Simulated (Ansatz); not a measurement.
This Ansatz (a program for electronic structure) input is the reference run, TiO$_{2}$ in the rutile structure (space group P4_2/mnm, No. 136), computed with Ansatz PBE, scalar-relativistic without spin-orbit coupling:

Ansatz 0.2 input:
```yaml
crystal:
  lattice:
    - [4.6434400601, 0, 0]
    - [0, 4.6434400601, 0]
    - [0, 0, 2.9638013459]
  atoms:
    - { symbol: Ti, position: [0, 0, 0] }
    - { symbol: Ti, position: [0.5, 0.5, 0.5] }
    - { symbol: O, position: [0.305125786, 0.305125786, 0] }
    - { symbol: O, position: [0.805125786, 0.194874214, 0.5] }
    - { symbol: O, position: [0.194874214, 0.805125786, 0.5] }
    - { symbol: O, position: [0.694874214, 0.694874214, 0] }
basis: { ecutwfc: 420, ecutrho_ratio: 4, xc_grid: 2, fft_grid_basis: typed }
kpoints: { mp_grid: { grid: [7, 7, 11] } }
hamiltonian:
  xc: pbe
  dispersion: none
  pseudopotentials: { kind: paw }
scf: { occupations: { method: fermi_dirac, width: 0.05 }, convergence: { dr2_threshold: 0.0000000006 } }
output: { forces: true, stress: true }
checkpoint: { write: state.ck, write_every: 1000 }
```

Write the input for this change: the cell is stretched by 1.80 % along z with no lateral relaxation, atoms relaxed at fixed cell.


Ansatz 0.2 input:
```yaml
crystal:
  lattice:
    - [4.6434400601, 0, 0]
    - [0, 4.6434400601, 0]
    - [0, 0, 3.0171497701]
  atoms:
    - { symbol: Ti, position: [0, 0, 0] }
    - { symbol: Ti, position: [0.5, 0.5, 0.5] }
    - { symbol: O, position: [0.305125786, 0.305125786, 0] }
    - { symbol: O, position: [0.805125786, 0.194874214, 0.5] }
    - { symbol: O, position: [0.194874214, 0.805125786, 0.5] }
    - { symbol: O, position: [0.694874214, 0.694874214, 0] }
basis: { ecutwfc: 420, ecutrho_ratio: 4, xc_grid: 2, fft_grid_basis: typed }
kpoints: { mp_grid: { grid: [7, 7, 11] } }
hamiltonian:
  xc: pbe
  dispersion: none
  pseudopotentials: { kind: paw }
scf: { occupations: { method: fermi_dirac, width: 0.05 }, convergence: { dr2_threshold: 0.0000000006 } }
relax: { f_tol: 0.005, max_steps: 50 }
output: { forces: true, stress: true }
checkpoint: { write: state.ck, write_every: 1000 }
```
This is the input that was run.

The cells carry an imposed strain or load. Whether these cells are dynamically stable was not tested. All final runs are without spin polarisation.
